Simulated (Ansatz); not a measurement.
We consider BP (model structure, from the NiAs type, P6₃/mmc, No. 194), described by PBE-D3(BJ) in Ansatz (PAW).

Excerpt of the program's output:

```
Relaxation: its limit of steps is 80 (relax.max_steps)
Crystal: 4 atoms, lattice volume = 39.070 Å³
Basis set: ecut = 520 eV, 1099 PW (Γ), exchange–correlation on 48×48×80 points (8 copies of the dense FFT grid, shifted against one another)
Bands: 12, of which v1, the nominal top of the filled ones, is band 8 counted from 1 (7 counted from 0)
Symmetry: 24 space group operations
Space group: P63/mmc (ITA 194), of the structure as read, at distance tolerance 3.4e-5 Å
k-points: 427 of 6912
Functional: x = pbe(κ = 0.804, μ = 0.2195149727645171), c = pbe(β = 0.06672455060314922)
SCF iter   1: F=—  HF=-1821.615312 eV  |F-HF|=—  |Δ(HF+E_count)|=         —  Δρ=6.64e-3  dr2=1.92e-2
SCF iter   2: F=—  HF=-1821.612018 eV  |F-HF|=—  |Δ(HF+E_count)|=   3.29e-3  Δρ=4.03e-3  dr2=7.24e-3
  ...
SCF 1 converged in 6 iterations: F = -1821.610100 eV  dr2 = 2.05e-9
Crystal: 4 atoms, lattice volume = 39.070 Å³
Initial density: handed on by an earlier stage of this run
SCF 2 converged in 7 iterations: F = -1821.610110 eV  dr2 = 1.32e-16
Crystal: 4 atoms, lattice volume = 39.070 Å³
SCF 3 converged in 7 iterations: F = -1821.610116 eV  dr2 = 2.24e-16
Crystal: 4 atoms, lattice volume = 39.070 Å³
SCF iter   6: F=-1821.610116 eV  HF=-1821.610116 eV  |F-HF|=6.82e-13  |Δ(HF+E_count)|=  2.27e-13  Δρ=6.87e-9  dr2=1.43e-14
SCF iter   7: F=-1821.610116 eV  HF=-1821.610116 eV  |F-HF|=2.27e-13  |Δ(HF+E_count)|=  6.82e-13  Δρ=2.88e-9  dr2=2.23e-15
SCF 4 converged in 7 iterations: F = -1821.610116 eV  dr2 = 2.23e-15
SCF converged after 7 iterations
Free energy (F): -1821.610116 eV
Internal energy: -1821.600355 eV  (E = F + TS)
E sigma→0 (E₀):  -1821.605236 eV
Fermi energy:    12.521082 eV
--- Stress (GPa, compression-positive) ---
        3.510348      -0.000000      -0.000000
       -0.000000       3.510348      -0.000000
       -0.000000      -0.000000       3.522628
  P = ⅓ Tr σ = 3.5144 GPa (35.144 kbar)
```

Question: Write an input file that produces this run.

Answer: One answer among several that fit: 
Ansatz 0.2 input:
```yaml
crystal:
  lattice:
    - [3.0144447932, 0.0, 0.0]
    - [-1.5072223966, 2.6105857692, 0.0]
    - [0.0, 0.0, 4.9647628485]
  atoms:
    - { symbol: B, position: [0.0, 0.0, 0.0] }
    - { symbol: B, position: [0.0, 0.0, 0.5] }
    - { symbol: P, position: [0.3333333333, 0.6666666667, 0.25] }
    - { symbol: P, position: [0.6666666667, 0.3333333333, 0.75] }
basis:
  ecutwfc: 520
  ecutrho_ratio: 4
  xc_grid: 2
kpoints:
  mp_grid: { grid: [24, 24, 12] }
hamiltonian:
  xc: pbe
  dispersion: d3bj
  pseudopotentials: { kind: paw }
scf:
  occupations: { method: fermi_dirac, width: 0.05 }
output:
  forces: true
  stress: true
  eigenvalues: true
relax:
  f_tol: 0.004
  escape_saddle: false
  max_steps: 80
  cell: { stress_tol: 0.02, fix: [volume] }
```

The cell is one volume of an energy–volume scan, off the minimum.

Note: the cell keeps the symmetry of its start, so it can be a saddle point.

A model structure was made by putting elements into a prototype or built by hand; it is no filed structure, need not be a known phase, and can be a saddle point held by its symmetry.

Ansatz is a quantum-chemistry and plane-wave program.
